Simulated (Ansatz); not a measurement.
System: Ca₂BeN₂ (model structure, started from the Ca2ZnN2 type, I4/mmm, No. 139, 5 atoms in the cell). Method: G0W0@PBEsol (Ansatz, a quantum-chemistry and plane-wave program, plane waves, hard PAW, contour deformation).

The same calculation (at the PBEsol cell, 14.169 Å³/atom) with different numerical settings; throughout: k mesh 2×2×2:

```json
[
 {"run": "1", "response cutoff (eV)": "100", "empty bands": "296", "quasiparticle gap on the mesh (eV)": "1.579", "quasiparticle gap at Γ (eV)": "1.658", "rough time": "80 core-s"},
 {"run": "2", "response cutoff (eV)": "150", "empty bands": "543", "quasiparticle gap on the mesh (eV)": "1.703", "quasiparticle gap at Γ (eV)": "1.780", "rough time": "2 core-min"},
 {"run": "3", "response cutoff (eV)": "200", "empty bands": "836", "quasiparticle gap on the mesh (eV)": "1.759", "quasiparticle gap at Γ (eV)": "1.837", "rough time": "6 core-min"},
 {"run": "4", "response cutoff (eV)": "250", "empty bands": "1168", "quasiparticle gap on the mesh (eV)": "1.788", "quasiparticle gap at Γ (eV)": "1.865", "rough time": "7 core-min"},
 {"run": "5", "response cutoff (eV)": "300", "empty bands": "1536", "quasiparticle gap on the mesh (eV)": "1.804", "quasiparticle gap at Γ (eV)": "1.882", "rough time": "20 core-min"}
]
```

In the column quasiparticle gap on the mesh (eV) the first row differs from the last by -0.225 and the next to last by -0.016.

The last row is no converged limit: other settings stay fixed.

A model structure was made by putting elements into a prototype or built by hand; it is no filed structure, need not be a known phase, and can be a saddle point held by its symmetry.
